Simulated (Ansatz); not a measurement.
Cost and result by functional for the adsorption energy of NH2 on the 1x1 (0001) surface of hcp Ru, one in a 2x2 cell, started at the site 'bridge Ru-Ru (span 2.7 Å)', in Ansatz (plane waves, PAW). Single points on the PBE structure, on one kind of machine; costs are rough ratios of the slab run's core time (references not counted) to the cheapest single point. r2SCAN's cost holds its higher cutoff (500 against 420 eV). Differences are taken against r2SCAN for comparison alone: no measured value is at hand, so the table doesn't rank accuracy.

Set-up: 19 atoms, 6.3 Å thick at the start under the adsorbate (thin: gaps and levels are the slab's own); mesh 6x6x1; 0.1 eV smearing; dipole correction on; 8 atoms held, the rest relaxed; held to the start's symmetry, so lower structures may exist; no spin, no spin-orbit, no U, no dispersion correction. At the end it is bonded to 2 Ru. In PBE it is, or lies within 0.03 eV of, the lowest of the starts that converged. These notes are the PBE run's. Adsorption energies are against NH3(g) − ½ H2(g). A negative adsorption energy means that the adsorbate is more stable on the surface than in its reference.

```csv
functional,relative cost,adsorption energy (eV),less r2SCAN (eV)
RPBE,1,-0.07,0.43
r2SCAN,2,-0.50,0.00
PBE (the relaxed run's value),–,-0.33,0.17
```

The values span 0.43 eV, while the single points' costs differ by a factor of roughly 2. Differences are of unrounded values.

Ansatz is a first-principles code.
